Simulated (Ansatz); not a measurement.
Level of theory: PBE (plane waves to 420 eV, PAW; Ansatz, a quantum-chemistry and plane-wave program).

Electrostatic potential energy of an electron, averaged over planes parallel to the surface, in eV from the Fermi level, for a constructed model of the (110) surface of bcc Mo (in the relaxation 2 Bi–Mo bonds broke), p(2x2) surface alloy, Bi on one Mo site of the top plane (bottom of the slab: a bare face, its two planes held):

```json
[
 {"z (Å)": "3.72", "V (eV)": "4.65"},
 {"z (Å)": "4.01", "V (eV)": "4.65"},
 {"z (Å)": "4.30", "V (eV)": "4.64"},
 {"z (Å)": "4.58", "V (eV)": "4.64"},
 {"z (Å)": "4.87", "V (eV)": "4.63"},
 {"z (Å)": "5.16", "V (eV)": "4.60"},
 {"z (Å)": "5.44", "V (eV)": "4.55"},
 {"z (Å)": "5.73", "V (eV)": "4.45"},
 {"z (Å)": "6.02", "V (eV)": "4.26"},
 {"z (Å)": "6.30", "V (eV)": "3.88"},
 {"z (Å)": "6.59", "V (eV)": "3.14"},
 {"z (Å)": "6.88", "V (eV)": "1.72"},
 {"z (Å)": "7.16", "V (eV)": "-1.14"},
 {"z (Å)": "7.45", "V (eV)": "-7.45"},
 {"z (Å)": "7.73", "V (eV)": "-16.15"},
 {"z (Å)": "8.02", "V (eV)": "-22.29"},
 {"z (Å)": "8.31", "V (eV)": "-22.35"},
 {"z (Å)": "8.59", "V (eV)": "-16.32"},
 {"z (Å)": "8.88", "V (eV)": "-7.79"},
 {"z (Å)": "9.17", "V (eV)": "-2.49"},
 {"z (Å)": "9.45", "V (eV)": "-3.07"},
 {"z (Å)": "9.74", "V (eV)": "-9.44"},
 {"z (Å)": "10.03", "V (eV)": "-18.07"},
 {"z (Å)": "10.31", "V (eV)": "-23.28"},
 {"z (Å)": "10.60", "V (eV)": "-22.00"},
 {"z (Å)": "10.89", "V (eV)": "-14.97"},
 {"z (Å)": "11.17", "V (eV)": "-6.53"},
 {"z (Å)": "11.46", "V (eV)": "-2.29"},
 {"z (Å)": "11.74", "V (eV)": "-3.95"},
 {"z (Å)": "12.03", "V (eV)": "-11.10"},
 {"z (Å)": "12.32", "V (eV)": "-19.40"},
 {"z (Å)": "12.60", "V (eV)": "-23.47"},
 {"z (Å)": "12.89", "V (eV)": "-20.92"},
 {"z (Å)": "13.18", "V (eV)": "-13.21"},
 {"z (Å)": "13.46", "V (eV)": "-5.19"},
 {"z (Å)": "13.75", "V (eV)": "-2.09"},
 {"z (Å)": "14.04", "V (eV)": "-4.89"},
 {"z (Å)": "14.32", "V (eV)": "-12.73"},
 {"z (Å)": "14.61", "V (eV)": "-20.57"},
 {"z (Å)": "14.90", "V (eV)": "-23.44"},
 {"z (Å)": "15.18", "V (eV)": "-19.69"},
 {"z (Å)": "15.47", "V (eV)": "-11.50"},
 {"z (Å)": "15.76", "V (eV)": "-4.14"},
 {"z (Å)": "16.04", "V (eV)": "-2.15"},
 {"z (Å)": "16.33", "V (eV)": "-6.04"},
 {"z (Å)": "16.61", "V (eV)": "-14.37"},
 {"z (Å)": "16.90", "V (eV)": "-21.60"},
 {"z (Å)": "17.19", "V (eV)": "-23.27"},
 {"z (Å)": "17.47", "V (eV)": "-18.42"},
 {"z (Å)": "17.76", "V (eV)": "-9.97"},
 {"z (Å)": "18.05", "V (eV)": "-3.56"},
 {"z (Å)": "18.33", "V (eV)": "-3.20"},
 {"z (Å)": "18.62", "V (eV)": "-8.15"},
 {"z (Å)": "18.91", "V (eV)": "-14.42"},
 {"z (Å)": "19.19", "V (eV)": "-17.95"},
 {"z (Å)": "19.48", "V (eV)": "-17.34"},
 {"z (Å)": "19.77", "V (eV)": "-14.09"},
 {"z (Å)": "20.05", "V (eV)": "-10.10"},
 {"z (Å)": "20.34", "V (eV)": "-7.07"},
 {"z (Å)": "20.62", "V (eV)": "-4.04"},
 {"z (Å)": "20.91", "V (eV)": "-0.57"},
 {"z (Å)": "21.20", "V (eV)": "1.83"},
 {"z (Å)": "21.48", "V (eV)": "2.98"},
 {"z (Å)": "21.77", "V (eV)": "3.54"},
 {"z (Å)": "22.06", "V (eV)": "3.80"},
 {"z (Å)": "22.34", "V (eV)": "3.93"},
 {"z (Å)": "22.63", "V (eV)": "3.99"},
 {"z (Å)": "22.92", "V (eV)": "4.02"},
 {"z (Å)": "23.20", "V (eV)": "4.04"},
 {"z (Å)": "23.49", "V (eV)": "4.04"},
 {"z (Å)": "23.78", "V (eV)": "4.05"},
 {"z (Å)": "24.06", "V (eV)": "4.05"},
 {"z (Å)": "24.35", "V (eV)": "4.05"},
 {"z (Å)": "24.64", "V (eV)": "4.05"}
]
```

Slab: 24 atoms, 11.2 Å thick at the start; k 7x7x1, smearing 0.1 eV, dipole-corrected; 8 atoms held, the rest relaxed; held to the start's symmetry, so lower structures may exist; no spin, no spin-orbit, no U. It is one candidate, not shown to be the stable structure of the face.

Question: The surface cell has an area of 28.26 Å². What dipole along the normal does the step between the two vacuum levels imply?

Answer: the top vacuum level lies 0.60 eV below the bottom one; p = −ε₀ A ΔV (ε₀ = 0.005526 e/(V·Å)) gives 0.09 e·Å a cell.
